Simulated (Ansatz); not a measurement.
Functionals compared on H on the (0001) surface of wurtzite GaN (2x2 N adatom at H3; a constructed slab, bottom: 3 H on 4 bottom sites), one in a cell of 36 Å², started at the site 'top N', in Ansatz (plane waves, PAW). The structure was relaxed with PBE; the other rows are single points on it, each with its references at the same level. Cutoff 420 eV (500 eV for r2SCAN). The points keep PBE's geometry, so the relaxation of a polaron and the settling of charge on one site are left out.

Host crystal: wurtzite GaN, with a band gap (PBE, scalar-relativistic without spin-orbit coupling).

Slab: 45 atoms, 13.4 Å thick at the start with caps and adatoms under the adsorbate (thin: gaps and levels are the slab's own); k 4x4x1, smearing 0.01 eV, dipole-corrected; 23 atoms held, the rest relaxed; symmetry of the start imposed; spin-polarised, no spin-orbit, no U, no dispersion correction. The slab shows no gap over 0.04 eV on its mesh. The starting moment vanished. At the end it is bonded to N. In PBE it is, or lies within 0.03 eV of, the lowest of the starts that converged. These notes are the PBE run's. r2SCAN: The program's check for a lower electronic state was not made. Adsorption energies are against ½ H2(g). A negative adsorption energy means that the adsorbate is more stable on the surface than in its reference.

```tsv
functional	adsorption energy (eV)
PBE	-1.49
RPBE	-1.34
r2SCAN	-1.49
```

Ansatz is a first-principles code.
